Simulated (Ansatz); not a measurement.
ZrTa (model structure, Pm-3m, No. 221, 2 atoms in the cell), treated with PBEsol (PAW; Ansatz, a program for electronic structure).

Excerpt of the program's output:

```
WARN output.stress: scf.convergence.dr2_threshold = 1e-7 eV (the SCF's general default) is looser than the 2e-10 eV advised for a printed stress (1e-10 eV for …
Relaxation: its limit of steps is 80 (relax.max_steps)
Crystal: 2 atoms, lattice volume = 39.939 Å³
Basis set: ecut = 520 eV, 1045 PW (Γ), exchange–correlation on 54×54×54 points (8 copies of the dense FFT grid, shifted against one another)
Bands: 17, of which v1, the nominal top of the filled ones, is band 13 counted from 1 (12 counted from 0)
Symmetry: 48 space group operations
Space group: Pm-3m (ITA 221), of the structure as read, at distance tolerance 3.4e-5 Å
k-points: 165 of 4096
Functional: x = pbesol(κ = 0.804, μ = 0.12345679012345678), c = pbesol(β = 0.046)
SCF iter   1: F=—  HF=-13934.755091 eV  |F-HF|=—  |Δ(HF+E_count)|=         —  Δρ=3.80e-3  dr2=9.16e-3
SCF iter   2: F=—  HF=-13934.754859 eV  |F-HF|=—  |Δ(HF+E_count)|=   2.32e-4  Δρ=2.47e-3  dr2=4.62e-3
  ...
SCF iter   5: F=—  HF=-13934.754091 eV  |F-HF|=—  |Δ(HF+E_count)|=   3.10e-7  Δρ=2.06e-5  dr2=1.24e-7
SCF iter   6: F=-13934.754091 eV  HF=-13934.754091 eV  |F-HF|=3.52e-9  |Δ(HF+E_count)|=   3.91e-8  Δρ=5.41e-6  dr2=4.93e-9
SCF 1 converged in 6 iterations: F = -13934.754091 eV  dr2 = 4.93e-9
relax step   1: F+E_penalty+E_count = -13934.75409109 eV  Δ(F+E_penalty+E_count) = +0.000e0 eV  max|allowed force component| = 1.075e-28 eV/Å  Δτ_max = 0.0000 Å  (6 SCF iters, accepted)
SCF converged after 6 iterations
Free energy (F): -13934.754091 eV
Internal energy: -13934.720642 eV  (E = F + TS)
E sigma→0 (E₀):  -13934.737366 eV
Fermi energy:    16.284027 eV
--- Forces (eV/Å), atoms counted from 1 ---
  atom   1  Ta    -0.00000000     0.00000000    -0.00000000
  atom   2  Zr     0.00000000    -0.00000000    -0.00000000
--- Stress (GPa, compression-positive) ---
       -2.670705       0.000000       0.000000
       -0.000000      -2.670705      -0.000000
        0.000000      -0.000000      -2.670705
  P = ⅓ Tr σ = -2.6707 GPa (-26.707 kbar)
```

Question: Write an input file that could have produced this run (the log leaves some choices open).

Answer: One answer among several that fit: 
Ansatz 0.2 input:
```yaml
crystal:
  lattice:
    - [3.4182075328, 0.0, 0.0]
    - [0.0, 3.4182075328, 0.0]
    - [0.0, 0.0, 3.4182075328]
  atoms:
    - { symbol: Ta, position: [0.0, 0.0, 0.0] }
    - { symbol: Zr, position: [0.5, 0.5, 0.5] }
basis:
  ecutwfc: 520
  ecutrho_ratio: 4
  xc_grid: 2
kpoints:
  mp_grid: { grid: [16, 16, 16] }
hamiltonian:
  xc: pbesol
  dispersion: none
  pseudopotentials: { kind: paw }
scf:
  occupations: { method: fermi_dirac, width: 0.05 }
output:
  forces: true
  stress: true
  eigenvalues: true
relax:
  f_tol: 0.004
  escape_saddle: false
  max_steps: 80
```

The cell is one volume of an energy–volume scan, off the minimum.

The PAW data were made under PBE.

Note: the relaxation could raise the start's symmetry but not lower it, so the cell can be a saddle point.

Computing time: roughly 13 core-seconds.

A model structure was made by putting elements into a prototype or built by hand; it is no filed structure, need not be a known phase, and can be a saddle point held by its symmetry.
